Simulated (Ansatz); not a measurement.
A computed series for InP: pressure series

Base system: InP in the zinc blende structure (space group F-43m, No. 216; a = 5.9595 Å).

Cell and atoms are relaxed at each pressure.

The values are results of PBE/PAW in Ansatz (an electronic-structure program), no spin-orbit coupling, not measurements.

Notes on the quantities. enthalpy: H = E + PV relative to the base's energy.

| variant | lattice parameter a | band gap | electron mass | enthalpy |
|---|---|---|---|---|
| base | 5.960 Å | 0.44 eV | 0.037 mₑ (at Γ) | – |
| pressure −2 GPa | 6.033 Å | 0.24 eV | – | -0.34 eV/atom |
| pressure −1 GPa | 5.995 Å | 0.35 eV | 0.030 mₑ (at Γ) | -0.17 eV/atom |
| pressure 0.9 GPa | 5.931 Å | 0.52 eV | 0.043 mₑ (at Γ) | +0.15 eV/atom |
| pressure 2.1 GPa | 5.895 Å | 0.62 eV | 0.050 mₑ (at Γ) | +0.34 eV/atom |
| pressure 4.5 GPa | 5.832 Å | 0.80 eV | 0.062 mₑ (at Γ) | +0.72 eV/atom |
| pressure 9 GPa | 5.734 Å | 1.07 eV | 0.080 mₑ (at Γ) | +1.40 eV/atom |
| pressure 15 GPa | 5.631 Å | 1.36 eV | 0.099 mₑ (at Γ) | +2.25 eV/atom |
| pressure 22.5 GPa | 5.528 Å | 1.41 eV | 2.0 mₑ along k, 0.24 mₑ across (at X) | +3.27 eV/atom |
| pressure 30 GPa | 5.444 Å | 1.30 eV | 2.0 mₑ along k, 0.24 mₑ across (at X) | +4.24 eV/atom |

Load acts through the strain it causes; cell and atoms are relaxed under it. Effective masses come from finite differences of ±0.01 Å⁻¹. Along k means along the line from Γ to the band edge. No phonon test of stability was made. Measured, InP leaves this structure (for rock salt) near 9.8 GPa (temperature not stated; as listed in Datta, Sujoy, Jana, Debnarayan, arXiv (2020)). A zero or small gap of InP under pressure −2 GPa can be the functional's error rather than a property of the material.
